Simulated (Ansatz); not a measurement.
Ansatz (an electronic-structure program) run on MnGa₄ (Im-3m, 5 atoms in the cell): relaxation of cell and atoms.

Level of theory: PBEsol, PAW files made with PBE (plane waves; Ansatz).

```
CELL_PARAMETERS angstrom
     -2.77187     2.77187     2.77187
      2.77187    -2.77187     2.77187
      2.77187     2.77187    -2.77187
ATOMIC_POSITIONS crystal
  Mn 0.00000 0.00000 0.00000
  Ga 0.00000 0.00000 0.50000
  Ga 0.00000 0.50000 0.00000
  Ga 0.50000 0.50000 0.50000
  Ga 0.50000 0.00000 0.00000
```
Moments meant for the start (each program seeds them in its own way; μB, in the order of the atoms Mn Ga Ga Ga Ga): 4.0 0.0 0.0 0.0 0.0.

Reference input (self-consistent single point, DFT, PBEsol, plane waves, PAW files made with PBE): kpoints.mp_grid.grid = 6 6 6; hamiltonian.xc = pbesol; hamiltonian.pseudopotentials = {kind: paw} (the program's default PAW files); magnetization.spin_polarized = true; scf.occupations.method = fermi_dirac; scf.occupations.width = 0.1 eV. This run's input differs from it in these lines:

```diff
@@ -25,2 +25,4 @@
     width: 0.1
+relax:
+  cell: {}
 output:
```

Log, with long lists cut:

```
   [... SCF lines of the steps left out ...]
relax step   1: F+E_penalty+E_count = -18842.57379349 eV  Δ(F+E_penalty+E_count) = +0.000e0 eV  max|allowed force component| = 6.669e-30 eV/Å  Δτ_max = 0.0000 Å  P = -1.835 GPa  Ω = 85.188 Å³  (16 SCF iters, dr2 threshold 1.00e-7 eV, accepted)
relax step   2: F+E_penalty+E_count = -18842.58307119 eV  Δ(F+E_penalty+E_count) = -9.278e-3 eV  max|allowed force component| = 2.871e-29 eV/Å  Δτ_max = 0.0000 Å  P = -0.416 GPa  Ω = 83.974 Å³  energy of the carried Pulay correction = +6.768e-4 eV  [...]
relax step   3: F+E_penalty+E_count = -18842.58370648 eV  Δ(F+E_penalty+E_count) = -6.353e-4 eV  max|allowed force component| = 1.537e-29 eV/Å  Δτ_max = 0.0000 Å  P = +0.015 GPa  Ω = 83.625 Å³  energy of the carried Pulay correction = +8.732e-4 eV  [...]
relax step   4: F+E_penalty+E_count = -18842.58288641 eV  Δ(F+E_penalty+E_count) = +8.201e-4 eV  max|allowed force component| = 1.565e-29 eV/Å  Δτ_max = 0.0000 Å  P = +0.014 GPa  Ω = 83.625 Å³  stress off target by 1.43e-2 GPa  SCF on the basis [...]
basis re-selected at this cell: Δ(F+E_penalty+E_count) = +8.201e-4 eV, ΔP = -0.000 GPa vs the last step
the relaxation is at rest under the 48 symmetry operations that the run kept from its start: a minimum is not shown …
the relaxation's final electronic state is not compared with the one that a single-point calculation of its input finds at the relaxed geometry …
Magnetization: 0.3747 μB (33.6873 up, 33.3127 down)
   [... lines left out ...]
Absolute magnetization: 0.5216 μB (∫|ρ↑−ρ↓|, with the PAW one-centre terms)
Free energy (F): -18842.582886 eV
Fermi energy:    11.338739 eV
  cell:  # Å, volume = 83.6251 Å³
   [... lines left out ...]
    - [2.7548131514786243, -2.7548131514786243, 2.7548131514786243]
    - [2.7548131514786243, 2.7548131514786243, -2.7548131514786243]
  atoms:
    - { symbol: Mn, position: [9.047054178602026e-39, -1.1616417559242768e-35, -1.180640569689829e-35] }
    - { symbol: Ga, position: [0.0, 0.0, 0.5] }
    - { symbol: Ga, position: [0.0, 0.5, 0.0] }
    - { symbol: Ga, position: [0.5, 0.5, 0.5] }
    - { symbol: Ga, position: [0.5, 0.0, 0.0] }
```

The run converged. 

Summary of the result:
* **Free energy E − TS (on the zero of these files)**: -18842.5829 eV
* **Fermi level (on the code's own zero)**: 11.34 eV
* **Pressure**: 0.01 GPa
* **Size of the cell's spin moment**: 0.37 μB
* **Final cell**: a = b = c = 4.771 Å, α = β = γ = 109.47°
* **Final volume per atom**: 16.73 Å³
* **Relaxation steps**: 4

The starting cell comes from a database of computed structures (which also holds hypothetical and non-ambient phases and stackings), without a prior relaxation at this level. The moments shrank to a small part of their start, a low-spin state that need not be the lowest. The program warned that a starting moment was not kept. The relaxation keeps the symmetry of its start, so its end need not be a minimum. Ansatz's pressure includes its estimate of the finite-basis (Pulay) stress.

Cost on one core of a shared machine: roughly 40 s.

Keys are those of Ansatz 0.2.
